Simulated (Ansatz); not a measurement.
Consider the formation energy of C_i in Pd (fcc, Fm-3m). Reaction: C (graphite) + 32 Pd (fcc) → cell A.

Cell A: a supercell of 32 sites of Pd (fcc, Fm-3m) with C off the lattice sites (6 Pd at 2.00 Å); spin state with PBE: run without spin, k-point mesh 5×5×5.
```xyz
33
Lattice="7.7846 0.0000 0.0000 0.0000 7.7846 0.0000 0.0000 0.0000 7.7846" Properties=species:S:1:pos:R:3 pbc="T T T"
Pd     0.0012     0.0000     0.0000
Pd     0.0208     1.9254     1.9254
Pd     1.9461     0.0000     1.9449
Pd     1.9461     1.9449     0.0000
Pd     0.0136     0.0000     3.8923
Pd     0.0208     1.9254     5.8592
Pd     1.9461     0.0000     5.8397
Pd     1.9461     1.9326     3.8923
Pd     0.0136     3.8923     0.0000
Pd     0.0208     5.8592     1.9254
Pd     1.9461     3.8923     1.9326
Pd     1.9461     5.8397     0.0000
Pd     0.0572     3.8923     3.8923
Pd     0.0208     5.8592     5.8592
Pd     1.9461     3.8923     5.8520
Pd     1.9461     5.8520     3.8923
Pd     3.8911     0.0000     0.0000
Pd     3.8715     1.9254     1.9254
Pd     5.8384     0.0000     1.9326
Pd     5.8384     1.9326     0.0000
Pd     3.8787     0.0000     3.8923
Pd     3.8715     1.9254     5.8592
Pd     5.8384     0.0000     5.8520
Pd     5.8384     1.8889     3.8923
Pd     3.8787     3.8923     0.0000
Pd     3.8715     5.8592     1.9254
Pd     5.8384     3.8923     1.8889
Pd     5.8384     5.8520     0.0000
Pd     3.8351     3.8923     3.8923
Pd     3.8715     5.8592     5.8592
Pd     5.8384     3.8923     5.8956
Pd     5.8384     5.8956     3.8923
C      5.8384     3.8923     3.8923
```

Reference: C (graphite, P6₃/mmc), 4 atoms in the cell, k-point mesh 18×18×6 on the run's own vectors. Conventional cell: a = b = 2.4650 Å, c = 6.7411 Å, α = β = 90.00°, γ = 120.00°.

Reference: Pd (fcc, Fm-3m), 32 atoms in the cell, the relaxed perfect crystal repeated, atoms not moved again, k-point mesh 5×5×5 on the run's own vectors.

All numbers come from Ansatz (a program for electronic structure), plane waves with PAW, its PAW set soft_1, cutoff 420 eV, 500 eV for r2SCAN. The structures are at rest with PBE+D3(BJ), within the held lattices; other levels are single points on them. Neutral cells; Fermi-Dirac smearing of at most 0.10 eV in the solids, energies taken to zero width. The lattices are those relaxed with PBE+D3(BJ), so at other levels the solids can be strained, which adds to the spread. Larger cells are relaxed from a start prepared with the learned potential CHGNet, on a coarser mesh till forces fall under 0.03 eV/Å, which some starts already meet. A dispersion term (D3(BJ), or D4 for r2SCAN) was computed beside these levels and is taken off wherever the name lacks it. Static lattices, no vibrational contributions. No structure search was made; lower ones may exist. Values are for these cell sizes. Mesh and cell size may move defect energies by 0.1 eV or more. Cell A has symmetry Pm-3m within 0.02 Å and got no random move, so less symmetric positions, which may lie lower, weren't tried.

Q: Give the value at the level r2SCAN+D4.

A: 0.43 eV, for C (graphite) + 32 Pd (fcc) → cell A.

Q: How does the value move with the functional?

A: 
| Method | value (eV) | less r2SCAN+D4 |
|---|---|---|
| PBE | 0.83 | 0.40 |
| r2SCAN | 0.56 | 0.13 |

The levels shown span 0.40 eV, from r2SCAN+D4 (0.43) to PBE (0.83).
